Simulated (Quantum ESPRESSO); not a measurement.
The steps of a band-structure calculation for LaB2Ir3 (P6/mmm, 6 atoms in the cell) with Quantum ESPRESSO.

Level of theory: PBEsol, GBRV 1.5 ultrasoft (PBESOL) pseudopotentials (plane waves; Quantum ESPRESSO).

Step 1 (scf):

```fortran
&control
 calculation = 'scf',
 prefix = 'run',
 outdir = './tmp/',
 pseudo_dir = './',
 tprnfor = .true.,
 tstress = .true.,
/
&system
 ibrav = 0,
 nat = 6,
 ntyp = 3,
 ecutwfc = 40,
 ecutrho = 320,
 occupations = 'smearing',
 smearing = 'methfessel-paxton',
 degauss = 0.0073499,
/
&electrons
 conv_thr = 1.0e-11,
 mixing_beta = 0.7,
/
ATOMIC_SPECIES
La   138.9055  la_pbesol_v1.uspp.F.UPF
Ir   192.2170  ir_pbesol_v1.2.uspp.F.UPF
B     10.8100  b_pbesol_v1.4.uspp.F.UPF
ATOMIC_POSITIONS bohr
La    0.0000000000    0.0000000000    0.0000000000
Ir    5.1378660209    0.0000000000    2.8882536294
Ir    2.5689330104    4.4495224953    2.8882536294
Ir   -2.5689330104    4.4495224953    2.8882536294
B     0.0000000000    5.9326966605    0.0000000000
B     5.1378660209    2.9663483302    0.0000000000
K_POINTS automatic
3 3 5  0 0 0
CELL_PARAMETERS angstrom
   5.4376832219     0.0000000000     0.0000000000
  -2.7188416109     4.7091718079     0.0000000000
   0.0000000000     0.0000000000     3.0567960000
```

Step 2 (bands):

```fortran
&control
 calculation = 'bands',
 prefix = 'run',
 outdir = './tmp/',
 pseudo_dir = './',
 verbosity = 'high',
/
&system
 ibrav = 0,
 nat = 6,
 ntyp = 3,
 ecutwfc = 40,
 ecutrho = 320,
 occupations = 'smearing',
 smearing = 'methfessel-paxton',
 degauss = 0.0073499,
 nbnd = 40,
/
&electrons
 conv_thr = 1.0e-11,
 startingwfc = 'random',
 diago_thr_init = 1.0d-6,
 diagonalization = 'cg',
/
ATOMIC_SPECIES
La   138.9055  la_pbesol_v1.uspp.F.UPF
Ir   192.2170  ir_pbesol_v1.2.uspp.F.UPF
B     10.8100  b_pbesol_v1.4.uspp.F.UPF
ATOMIC_POSITIONS bohr
La    0.0000000000    0.0000000000    0.0000000000
Ir    5.1378660209    0.0000000000    2.8882536294
Ir    2.5689330104    4.4495224953    2.8882536294
Ir   -2.5689330104    4.4495224953    2.8882536294
B     0.0000000000    5.9326966605    0.0000000000
B     5.1378660209    2.9663483302    0.0000000000
K_POINTS crystal_b
12
  0.00000000   0.00000000   0.00000000   7  ! G
  0.50000000   0.00000000   0.00000000   4  ! M
  0.33333333   0.33333333   0.00000000   8  ! K
  0.00000000   0.00000000   0.00000000  10  ! G
  0.00000000   0.00000000   0.50000000   7  ! A
  0.50000000   0.00000000   0.50000000   4  ! L
  0.33333333   0.33333333   0.50000000   8  ! H
  0.00000000   0.00000000   0.50000000   1  ! A
  0.50000000   0.00000000   0.50000000  10  ! L
  0.50000000   0.00000000   0.00000000   1  ! M
  0.33333333   0.33333333   0.00000000  10  ! K
  0.33333333   0.33333333   0.50000000   1  ! H
CELL_PARAMETERS angstrom
   5.4376832219     0.0000000000     0.0000000000
  -2.7188416109     4.7091718079     0.0000000000
   0.0000000000     0.0000000000     3.0567960000
```

Step 3 (bands.x):

```fortran
&bands
 prefix = 'run',
 outdir = './tmp/',
 filband = 'bands.dat',
 lsym = .false.,
/
```

Output of bands (abridged):

```
     Atomic positions and unit cell read from directory:
     ./tmp/run.save/

     Message from routine setup:
     using ibrav=0 with symmetry is DISCOURAGED, use correct ibrav instead
     G-vector sticks info
     --------------------
     sticks:   dense  smooth     PW     G-vecs:    dense   smooth      PW
     Sum        2335    1159    361                51123    18029    3061

     bravais-lattice index     =            0
   [... lines left out ...]
     unit-cell volume          =     528.2281 (a.u.)^3
   [... lines left out ...]

     Smooth grid:    18029 G-vectors     FFT dimensions: (  45,  45,  24)

     The potential is recalculated from file :
     ./tmp/run.save/charge-density

     negative rho (up, down):  9.755E-01 0.000E+00

     Band Structure Calculation
     CG style diagonalization

     ethr =  1.00E-06,  avg # of iterations = 42.3

     End of band structure calculation

          k = 0.0000 0.0000 0.0000 (  2237 PWs)   bands (ev):

   -29.1493 -28.7033 -28.7033 -28.5560 -28.4876 -28.4876 -28.3198 -28.3198
   -28.1784 -11.5435   4.6161   4.6161   6.3662   8.4017  12.7982  12.7982
    13.8624  14.0253  14.2502  15.5063  15.6623  15.6623  17.5920  17.5920
    18.6944  18.6944  19.6890  19.6890  20.0271  20.0913  20.0913  21.3416
    21.3774  21.9994  23.1525  23.1525  23.4342  23.4343  23.9250  24.2014

          k = 0.0714 0.0412 0.0000 (  2258 PWs)   bands (ev):

   -29.1438 -28.7064 -28.7012 -28.5553 -28.4884 -28.4876 -28.3227 -28.3198
   -28.1807 -11.5427   4.5957   4.6105   6.3649   8.4560  12.6740  12.8436
    13.9774  14.0543  14.2770  15.5440  15.6659  15.6701  17.5795  17.6151
    18.6495  18.7107  19.4740  19.6766  19.9634  20.0014  20.0166  21.3101
    21.6462  22.0551  23.1645  23.1667  23.3722  23.4108  23.9233  24.1908

   [... 69 blocks of this kind left out ...]
```

Output of bands.x (abridged):

```
     Reading xml data from directory:

     ./tmp/run.save/

     G-vector sticks info
     --------------------
     sticks:   dense  smooth     PW     G-vecs:    dense   smooth      PW
     Sum        2335    1159    361                51123    18029    3061

     negative rho (up, down):  9.755E-01 0.000E+00
     Reading collected, re-writing distributed wavefunctions
     high-symmetry point:  0.0000 0.0000 0.0000   x coordinate   0.0000
     high-symmetry point:  0.5000 0.2887 0.0000   x coordinate   0.5774
     high-symmetry point:  0.3333 0.5774 0.0000   x coordinate   0.9107
     high-symmetry point:  0.0000 0.0000 0.0000   x coordinate   1.5774
     high-symmetry point:  0.0000 0.0000 0.8894   x coordinate   2.4668
     high-symmetry point:  0.5000 0.2887 0.8894   x coordinate   3.0441
     high-symmetry point:  0.3333 0.5774 0.8894   x coordinate   3.3775
     high-symmetry point:  0.0000 0.0000 0.8894   x coordinate   4.0441
     high-symmetry point:  0.5000 0.2887 0.8894   x coordinate   4.0441
     high-symmetry point:  0.5000 0.2887 0.0000   x coordinate   4.9336
     high-symmetry point:  0.3333 0.5774 0.0000   x coordinate   5.2669
     high-symmetry point:  0.3333 0.5774 0.8894   x coordinate   6.1564

     Plottable bands (eV) written to file bands.dat.gnu
     Bands written to file bands.dat

   JOB DONE.
```

The starting cell comes from a database of published, mostly measured structures (it also holds non-ambient and calculated ones), without a prior relaxation at this level. Its lattice was rescaled by a random factor within 2.5 % of one. Spin-orbit coupling is off. Spin polarisation is off.
